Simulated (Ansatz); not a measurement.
Input:

```
CELL_PARAMETERS angstrom
      3.69880     0.00000     0.00000
     -1.84940     3.28539     0.00000
      0.00000     0.00000     5.74382
ATOMIC_POSITIONS crystal
  Sn 0.00000 0.00000 0.00000
  Se 0.33226 0.66453 0.27827
  Se 0.66774 0.33547 0.72173
```

No spin polarisation.

Level of theory: Ansatz (a quantum-chemistry and plane-wave program) PBEsol-D3(BJ), no spin-orbit coupling. Settings: 10×10×6 k-points, 0.05 eV Fermi–Dirac smearing.

Task: Predict the band gap.

Result: Zero.

Task: What is the computed space group?

Result: C2/m (No. 12).

Task: What pressure (mean of the normal stresses, compression positive) does the calculation give?

Result: 1.6 GPa.

A case with no gap was solved on a k-mesh chosen for an insulator, which is coarse for it. The cells carry an imposed strain or load. Whether these cells are dynamically stable was not tested. All final runs are without spin polarisation. The cell was made from SnSe2 in the CdI2 type structure (space group P-3m1, No. 164; layered, stacked along the Cartesian z axis) by this change: uniaxial strain ε_xx = −2.50 %. A zero or small gap of SnSe2 can be the functional's error rather than a property of the material.
